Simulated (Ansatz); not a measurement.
# LaTeCl (space group P4/nmm, No. 129; a cell from a computed database, its experimental status unchecked)

```
CELL_PARAMETERS angstrom
      4.47835     0.00000     0.00000
      0.00000     4.47835     0.00000
      0.00000     0.00000     8.20075
ATOMIC_POSITIONS crystal
  La 0.00000 0.50000 0.76020
  La 0.50000 0.00000 0.23980
  Te 0.00000 0.50000 0.36232
  Te 0.50000 0.00000 0.63768
  Cl 0.00000 0.00000 0.00000
  Cl 0.50000 0.50000 0.00000
```

Calculations: PBEsol (Ansatz, a first-principles code, PAW, scalar-relativistic without spin-orbit coupling). k-mesh 8×8×4 (Γ-centred); smearing 0.05 eV (Fermi–Dirac).

| Property | Value |
|---|---|
| Volume per atom | 27.41 Å³ |
| Density | 6.10 g/cm³ |
| Band gap | 0.45 eV, direct at Γ |
| Electron mass | 0.84 mₑ along c, 0.32 mₑ across |
| Hole mass | 0.28 mₑ along c, 1.7 mₑ across |
| Total energy | -4709.861 eV/atom (σ→0; compares only within this code and set-up) |

Spin-orbit coupling, missing from the scalar runs, can matter with Te. Masses are band curvatures over ±0.01 Å⁻¹ around the edge. No phonon test of stability was made.
